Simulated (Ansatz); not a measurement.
**A constructed model of the (111) surface of fcc Cu, a pseudomorphic layer of Au in the other hollow (bottom of the slab: a bare face, its two planes held)**

All values below come from PBE (plane waves to 420 eV, PAW; Ansatz, an electronic-structure program).

Set-up: 7 atoms, 12.9 Å thick at the start with caps and adatoms (thin: gaps and levels are the slab's own); mesh 17x17x1; 0.1 eV smearing; dipole correction on; 2 atoms held, the rest relaxed; start symmetry kept, larger cells not searched; no spin, no spin-orbit, no U. In PBE it is, or lies within 0.01 eV a 1x1 cell of, the lowest of the 2 structures of its composition computed so far; subsurface sites and larger cells were not tried.

```json
{
 "work_function_of_the_top_face": "5.00 eV",
 "energy_released_by_relaxation": "0.012 eV",
 "cost": "about 2.8 core-minutes (a rough figure)"
}
```
